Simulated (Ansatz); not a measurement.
**Effect of pressure 7 GPa on W**

Take W in the bcc (W type) structure (space group Im-3m, No. 229; a = 3.169 Å) as the base.

Now apply this change: a hydrostatic pressure of 7 GPa.

Calculations: DFT with r2SCAN, PAW potentials and a 500 eV plane-wave cutoff in Ansatz (a first-principles code), no spin-orbit coupling. k-mesh 21×21×21 (Γ-centred); smearing 0.05 eV (Fermi–Dirac).

The volume per atom decreases by 0.333 Å³ to 15.58 Å³ and the density grows by 0.41 g/cm³ (19.18 g/cm³ → 19.59 g/cm³). The band gap remains zero.

Final structure:

```
CELL_PARAMETERS angstrom
     -1.57351     1.57351     1.57351
      1.57351    -1.57351     1.57351
      1.57351     1.57351    -1.57351
ATOMIC_POSITIONS crystal
  W  0.00000 0.00000 0.00000
```

Load acts through the strain it causes; cell and atoms are relaxed under it. Stability against distortions was not tested. Competing high-pressure phases were not computed. The final runs are not spin-polarised.
